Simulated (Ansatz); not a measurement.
The starting structures come from a database of crystals and need not be the phases stable at ambient conditions.

Inside the gap of an insulator the Bloch states are evanescent, with a wavenumber k + iκ along the transport direction.

```
CELL_PARAMETERS angstrom
      3.80800     0.00000     0.00000
     -1.90400    12.50603     0.00000
      1.90400     0.28988     3.28506
ATOMIC_POSITIONS crystal
  Zn 0.16660 0.74990 0.41670
  Zn 0.99987 0.99980 0.00007
  Zn 0.83320 0.24980 0.58340
  Zn 0.33333 0.50000 0.83333
  S  0.70820 0.06230 0.64590
  S  0.20833 0.31250 0.89583
  S  0.04180 0.56270 0.47910
  S  0.87487 0.81230 0.06257
```

Space group of this cell: R3m. The cell is taken as given.

Transport runs along the normal of the first two printed cell vectors, the (101) plane of the conventional cell.

The gap is the functional's own. No spin-orbit coupling. Mid-gap values are interpolated on the energy grid.

Predict the band gap and the smallest decay constant κ at mid-gap from r2SCAN in Ansatz (a first-principles code).

Gap 2.75 eV on a 10×10×10 mesh; κ = 0.183 1/Å, at the zone centre.
